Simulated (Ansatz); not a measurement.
Response to strain in KF

Start from KF in the rock salt structure (space group Fm-3m, No. 225; a = 5.307 Å).

Strains are applied to the cell and any free atomic positions relax.

Level of theory: PBEsol (Ansatz, an electronic-structure program), no spin-orbit coupling.

Candidates:
(a) isotropic strain +1.50 %
(b) isotropic strain +3.00 %
(c) isotropic strain −2.00 %
(d) isotropic strain +2.50 %
(e) isotropic strain +0.50 %

For the base:

| Quantity | Result |
|---|---|
| Band gap | 6.15 eV |

Q: Order them by band gap, highest first.

A: (c) isotropic strain −2.00 % (6.47 eV), (e) isotropic strain +0.50 % (6.08 eV), (a) isotropic strain +1.50 % (5.93 eV), (d) isotropic strain +2.50 % (5.79 eV), (b) isotropic strain +3.00 % (5.72 eV)

Whether these cells are dynamically stable was not tested.
